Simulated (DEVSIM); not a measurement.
## abrupt GaAs p-n junction

Structure: abrupt GaAs p-n junction, at 300 K.

```csv
layer (left to right),material,thickness (μm),Nd (cm⁻³),Na (cm⁻³),τn (s),τp (s)
1,GaAs,0.0240,-,8.5e16,1.1e-8,1.1e-8
2,GaAs,10.0,7.1e16,-,1.1e-8,1.1e-8
```

Left contact: ohmic. Right contact: ohmic. Voltage is applied to the left contact. Recombination: SRH at mid-gap, radiative. Mobility is μmin + (μ − μmin)/(1 + (N/Nref)^α).

The device is made up for the run: typed textbook-type constants, with dimensions and the other settings drawn at random. Values at 300 K.

```csv
parameter,GaAs
gap (eV),1.424
affinity (eV),4.07
permittivity,12.9
Nc (cm⁻³),4.7e17
Nv (cm⁻³),9e18
μn (cm²/Vs),8500
μp (cm²/Vs),400
"μn,min",500
"μp,min",20
"Nref,n",6e16
"Nref,p",1.5e17
αn,0.39
αp,0.38
B (cm³/s),2e-10
```

Simulated with DEVSIM: 1D drift-diffusion, Boltzmann statistics, complete ionisation; no tunnelling, impact ionisation, image-force lowering or self-heating.

```
Quantity                                            Result
---------------------------------------------  -----------
Potential step across the device at zero bias      1.255 V
Largest field in the device at zero bias       140000 V/cm
Dark forward voltage at 1 A/cm²                    0.876 V
Dark forward voltage at 100 A/cm²                  1.005 V
```

Small-signal capacitance in reverse bias (quasi-static):

```tsv
V (V)	C (nF/cm²)
-0.2	66.1
-0.5	60.3
-1	53.3
-1.5	48.3
-2	44.4
-3	38.9
-4	35.0
-5	32.1
-6.5	28.9
```

Dark forward current:

(V (V), J (A/cm²)): (0.05, 2.3e-11); (0.10, 7.9e-11); (0.15, 2.3e-10); (0.20, 6.4e-10); (0.25, 1.8e-9); (0.30, 5.1e-9); (0.35, 1.5e-8); (0.40, 5.3e-8); (0.45, 2.1e-7); (0.50, 1.1e-6); (0.55, 6.0e-6); (0.60, 3.7e-5); (0.65, 0.00023); (0.70, 0.0015); (0.75, 0.0096); (0.80, 0.061); (0.85, 0.39); (0.90, 2.4); (0.95, 15); (1.00, 85); (1.05, 400); (1.10, 1300); (1.15, 2700)
